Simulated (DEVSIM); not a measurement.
Device: Al/SiO2/n-Ge capacitor, at 300 K.

Layer 1 from the left is SiO2, thickness (nm) 4.80. Layer 2 from the left is Ge, thickness (nm) 1500, Nd (cm⁻³) 1.6e17.

Metal gate on the left, work function 4.1 eV. Fixed charge at the semiconductor interface 7.1e11 cm⁻² (in units of +e); no interface traps.

Constants are typed, rounded textbook-type inputs, not results; the design itself was drawn at random and stands for no fabricated device. Values at 300 K.

SiO2: gap (eV) 9, affinity (eV) 0.9, permittivity 3.9. Ge: gap (eV) 0.664, affinity (eV) 4, permittivity 16, Nc (cm⁻³) 1.04e19, Nv (cm⁻³) 6e18.

Model (solved in DEVSIM): 1D Poisson equation in equilibrium, Boltzmann statistics, complete ionisation; no quantum confinement or tunnelling. Metal contacts follow the ideal Schottky-Mott rule: no Fermi-level pinning, no interface dipoles.

What does the simulation give for the flat-band voltage, the threshold voltage (band bending 2φF), the minimum of the low-frequency capacitance?

flat-band voltage -0.17 V; threshold voltage (band bending 2φF) -0.88 V; minimum of the low-frequency capacitance 0.180 μF/cm².
